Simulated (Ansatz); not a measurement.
The reference is GaN in the wurtzite structure (space group P6_3mc, No. 186; a = 3.183 Å, c = 5.184 Å).

The values are results of Ansatz (an electronic-structure program) r2SCAN, without spin-orbit coupling, not measurements.

Base values:

| Property | Result |
|---|---|
| Electron mass | 0.17 mₑ along c, 0.19 mₑ across (at Γ) |
| Band gap | 2.35 eV |

Modification: the cell is scaled by 0.9805 in all directions, atoms relaxed at fixed cell.

Q: What happens to the electron mass, band gap and energy relative to the base?

A: The electron mass changes from 0.17 mₑ along c, 0.19 mₑ across (at Γ) to 0.19 mₑ along c, 0.21 mₑ across (at Γ); the band gap grows by 0.41 eV (2.35 eV → 2.76 eV); the energy goes up by 26 meV/atom.

The cells carry an imposed strain or load. Masses are band curvatures over ±0.01 Å⁻¹ around the edge. No phonon test of stability was made.
